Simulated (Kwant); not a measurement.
# GaN/Al0.2Ga0.8N stack with 1 barrier

Device: GaN/Al0.2Ga0.8N stack with 1 barrier. One parabolic valley. Leads of mass 0.2 mₑ with the band edge at 0; grid 0.1 nm; bias swept from 0.014 to 0.43979 V, dropping linearly over the stack. Emitter Fermi level 0.052 eV, 77 K, equal in the collector.

```csv
layer,thickness (nm),band offset (eV),mass (mₑ)
1,2.6,0.35,0.22
```

The device is made up for the run: typed textbook-type constants, with dimensions and the other settings drawn at random.

Kwant, one-band effective-mass tight-binding model in one dimension, coherent, no space charge, current by the Tsu-Esaki formula.

```
bias (V)  J (A/cm²)
--------  ---------
0.01400        2580
0.03766        5980
0.06131        8180
0.08497       10100
0.1086        12200
0.1323        14500
0.1559        17100
0.1796        20000
0.2032        23200
0.2269        26900
0.2505        31100
0.2742        35800
0.2979        41200
0.3215        47300
0.3452        54300
0.3688        62300
0.3925        71500
0.4161        81900
0.4398        93900
```
